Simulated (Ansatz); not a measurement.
Given:

End structure of a constructed model of the (111) surface of fcc Rh, a layer of Au in place of the third plane (bottom of the slab: a bare face, its two planes held):

```yaml
crystal:
  lattice:
    - [2.70822, 0.00000, 0.00000]
    - [-1.35411, 2.34539, 0.00000]
    - [0.00000, 0.00000, 27.00000]
  atoms:
    - { symbol: Rh, position: [0.33333, 0.66667, 0.29659] }
    - { symbol: Rh, position: [0.66667, 0.33333, 0.37849] }
    - { symbol: Rh, position: [0.00000, 0.00000, 0.45820] }
    - { symbol: Au, position: [0.33333, 0.66667, 0.54864] }
    - { symbol: Rh, position: [0.66667, 0.33333, 0.63906] }
    - { symbol: Rh, position: [0.00000, 0.00000, 0.71841] }
```

Set-up: 6 atoms, 11.0 Å thick at the start with caps and adatoms (thin: gaps and levels are the slab's own); mesh 16x16x1; 0.1 eV smearing; dipole correction on; 2 atoms held, the rest relaxed; held to the start's symmetry, so lower structures may exist; no spin, no spin-orbit, no U. In PBE it is, or lies within 0.01 eV a 1x1 cell of, the lowest of the 2 structures of its composition computed so far; subsurface sites and larger cells were not tried.

What work function of the top face does PBE in Ansatz (a quantum-chemistry and plane-wave program) give?

5.24 eV
